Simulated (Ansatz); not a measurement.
Defect migration in zinc-blende AlAs: interstitial H, charge state +1. Calculation: PBE, PAW (plane waves to 420 eV; Ansatz, a program for electronic structure).

64-site cell at the relaxed PBE lattice, one k-point at (0.250, 0.250, 0.250), smearing 0.01 eV, spin-restricted, no finite-size correction. Static, classical nuclei. The charge state is imposed; whether it is stable for some Fermi level was not computed. Sites that were not tried may lie lower.

Barriers: single points on a 2×2×2 k-point mesh shifted by half a step at the bands' geometries (they differ from the bands' own by up to 0.08 eV, and are uncertain by about as much).

Relaxed starting cell (atoms counted from 1):

```xyz
65
Lattice="11.4572 0.0000 0.0000 0.0000 11.4572 0.0000 0.0000 0.0000 11.4572" Properties=species:S:1:pos:R:3 pbc="T T T"
Al    -0.0002    -0.0087    -0.0048
Al    -0.0094    -0.0272     5.7131
Al     0.0002     5.7049     0.0181
Al    -0.0868     5.7693     5.6363
Al     5.7345    -0.0015     0.0001
Al     5.7301    -0.0083     5.7228
Al     5.7641     5.7378     0.0301
Al     5.7506     5.7068     5.7248
As     1.4078     1.3864     4.2525
As     1.4412     1.4242    10.0265
As     1.4408     7.1600     4.2911
As     1.4043     7.2012    10.0681
As     7.1519     1.4171     4.2838
As     7.1589     1.4260    10.0177
As     7.1589     7.1515     4.2923
As     7.1702     7.1585    10.0251
Al    -0.0101     2.8463     2.8389
Al    -0.0851     2.7713     8.6366
Al    -0.0004     8.5863     2.8580
Al     0.0003     8.6084     8.5713
Al     5.7300     2.8563     2.8585
Al     5.7505     2.8578     8.5725
Al     5.7345     8.5911     2.8648
Al     5.7643     8.6212     8.6045
As     1.4342     4.2911     1.4424
As     1.1922     4.0481     6.9134
As     1.4248    10.0236     1.4330
As     1.4342    10.0328     7.1576
As     7.1680     4.2813     1.4339
As     7.1749     4.2908     7.1572
As     7.1599    10.0166     1.4258
As     7.1684    10.0249     7.1479
Al     2.8746    -0.0208     2.8458
Al     2.8703    -0.0056     8.5924
Al     2.8702     5.7261     2.8611
Al     3.1573     6.0176     8.8841
Al     8.5895    -0.0107     2.8556
Al     8.5827    -0.0181     8.5961
Al     8.5820     5.7299     2.8478
Al     8.5944     5.7260     8.5922
As     4.2969     1.4271     1.4259
As     4.3012     1.4241     7.1613
As     4.3009     7.1585     1.4346
As     4.3467     7.2030     7.1330
As    10.0161     1.4162     1.4160
As     9.9928     1.3916     7.1325
As    10.0278     7.1528     1.4261
As    10.0233     7.1592     7.1619
Al     2.8505     2.8586     0.0189
Al     2.9083     2.7660     5.6326
Al     2.8782     8.6184     0.0275
Al     2.8512     8.6092     5.7255
Al     8.5901     2.8551    -0.0057
Al     8.5751     2.8483     5.7143
Al     8.5999     8.5915     0.0006
Al     8.5901     8.5855     5.7213
As     4.3013     4.2952     4.2908
As     4.3461     4.2659    10.0693
As     4.2968    10.0165     4.2935
As     4.3009    10.0255    10.0251
As     9.9917     4.2660     4.2566
As    10.0232     4.2961    10.0258
As    10.0163    10.0073     4.2831
As    10.0278    10.0168    10.0189
H      2.1200     4.9461     7.8036
```
Cell charge +1.

End state 1 differs by these moves (Å; atoms that move under 0.08 Å are left out):

```csv
atom,element,Δx,Δy,Δz
26,As,0.01,0.48,0.48
36,Al,-0.21,-0.22,-0.22
50,Al,0.25,-0.20,-0.20
65,H,-0.17,-1.39,-1.38
```

What is the computed forward and backward barriers to end state 1 (PBE, PAW)?

forward 0.30 eV, backward 0.30 eV; at the saddle point atom 65 has neighbours Al at 2.16; As at 1.56 Å. The program found a first-order saddle point.
